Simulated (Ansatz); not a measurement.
Hypothetical P6_3/mmc SiS2: pressure −1 GPa

The reference is SiS$_{2}$ in the 2H-MoS2 type structure (space group P6_3/mmc, No. 194; a = 3.2096 Å, c = 11.7670 Å; a hypothetical phase, not in the database extracts checked; layered, stacked along the Cartesian z axis).

Now apply this change: hydrostatic tension (pressure −1 GPa).

Method: PBE-D3(BJ) (Ansatz, a program for electronic structure), no spin-orbit coupling. k-mesh 17×17×4 (Γ-centred); smearing 0.05 eV (Fermi–Dirac).

| quantity | base | changed | shift |
|---|---|---|---|
| volume per atom | 17.50 Å³ | 18.11 Å³ | +0.61 Å³ |
| density | 2.92 g/cm³ | 2.82 g/cm³ | -0.10 g/cm³ |
| lattice parameter a | 3.210 Å | 3.221 Å | +0.0117 Å |
| c/a ratio | 3.666 | 3.754 | +0.0874 |
| shortest interatomic distance | 2.357 Å | 2.363 Å | +0.006 Å |
| enthalpy H = E + PV relative to the base's energy | – | -0.11 eV/atom | – |
| band gap | zero | zero | – |

Load acts through the strain it causes; cell and atoms are relaxed under it. Whether these cells are dynamically stable was not tested. The final runs are not spin-polarised. A zero or small gap of SiS2 can be the functional's error rather than a property of the material.
